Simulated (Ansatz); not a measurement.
The reference is ZnSnO3 (space group R3c, No. 161).

```xyz
10
Lattice="2.6392 1.5237 4.6700 -2.6392 1.5237 4.6700 0.0000 -3.0474 4.6700" Properties=species:S:1:pos:R:3 pbc="T T T"
Zn     0.0000     0.0000     4.1318
Zn     0.0000     0.0000    11.1368
Sn     0.0000     0.0000     0.1761
Sn     0.0000     0.0000     7.1811
O      1.5978     0.0414     5.8039
O     -0.8347     1.3631     5.8039
O     -0.7631    -1.4044     5.8039
O      0.7631     1.6430     8.1389
O     -1.8044    -0.1606     8.1389
O      1.0413    -1.4824     8.1389
```

Cartesian axes are those of the cell as printed.

The values are results of Ansatz (a first-principles code) PBEsol, no spin-orbit coupling, not measurements.

Strains are applied to the cell and any free atomic positions relax.

One change was made to it. Results:

The energy rises by 54 meV/atom; the pressure (mean of the normal stresses, compression positive) goes from zero to -141.3 kbar.

### Question
Which change produced these results?
A) strain tensor (xx, yy, zz, yz, xz, xy) = (−0.60, +0.22, +1.56, −0.34, +0.04, −0.81) %
B) isotropic strain +3.23 %
C) uniaxial strain ε_zz = +0.62 %
D) isotropic strain −2.55 %

### Answer
B, isotropic strain +3.23 %. For comparison, the energy relative to the base in the other runs: strain tensor (xx, yy, zz, yz, xz, xy) = (−0.60, +0.22, +1.56, −0.34, +0.04, −0.81) % gives +2.8 meV/atom; uniaxial strain ε_zz = +0.62 % gives +0.3 meV/atom; isotropic strain −2.55 % gives +42 meV/atom.

Stability against distortions was not tested.
